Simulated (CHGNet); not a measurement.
# Fluorite PtAl2

Calculation: the machine-learned potential CHGNet-r²SCAN (trained on r²SCAN data).

Cell (relaxed at this level):

```
PtAl2
1.0
    0.00000     2.94977     2.94977
    2.94977     0.00000     2.94977
    2.94977     2.94977     0.00000
Al Pt
2 1
Direct
  0.25000   0.25000   0.25000
  0.75000   0.75000   0.75000
  0.00000   0.00000   0.00000
```

For fluorite PtAl2, the lattice constant a is 5.900 Å and the volume per atom is 17.11 Å³/atom.

Measured, for comparison: lattice constant a 5.91 Å (temperature not stated, copied from a table, unchecked, not corrected to a static lattice; as tabulated in Crystal Structures 1, 239 (1963)). Computed (rounded) less measured: lattice constant a not scored (unchecked).

A machine-learned potential is trained on density-functional data: it inherits that level's misses and adds fitting errors of its own.

Note: the model gives imaginary modes for this phase (in the spectrum interpolated from a supercell).
